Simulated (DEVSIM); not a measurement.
Structure: Ru/SiO2/p-Si capacitor, at 250 K.

Layer 1 from the left is SiO2, thickness (nm) 17.0. Layer 2 from the left is Si, thickness (nm) 13000, Na (cm⁻³) 2e15.

Metal gate on the left, work function 4.7 eV. Fixed charge at the semiconductor interface -3.6e10 cm⁻² (in units of +e); no interface traps.

This is a model device: material constants are rounded textbook-type values typed into the input, and sizes, dopings and lifetimes were drawn at random. Values at 300 K; Nc and Nv go as T^1.5, mobilities as T to minus their exponent, the gap by Varshni's rule with the affinity fixed.

SiO2: gap (eV) 9, affinity (eV) 0.9, permittivity 3.9. Si: gap (eV) 1.124, affinity (eV) 4.05, permittivity 11.7, Nc (cm⁻³) 2.86e19, Nv (cm⁻³) 3.1e19, Varshni α (eV/K) 0.000473, Varshni β (K) 636.

Q: Estimate by hand the flat-band voltage, the threshold voltage, and compare with a numerical solution.

A: 
- Flat-band voltage: C = 0.203 μF/cm², work-function difference -0.284 V; VFB = φms − qNf/C = -0.26 V; numerical -0.26 V.
- Threshold voltage: φF = 0.367 V, depletion charge √(4εqNφF) = 2.21e-8 C/cm²; VT = VFB + 2φF + Qd/C = 0.59 V; numerical 0.59 V.

Model (solved in DEVSIM): 1D Poisson equation in equilibrium, Boltzmann statistics, complete ionisation; no quantum confinement or tunnelling. Metal contacts follow the ideal Schottky-Mott rule: no Fermi-level pinning, no interface dipoles.
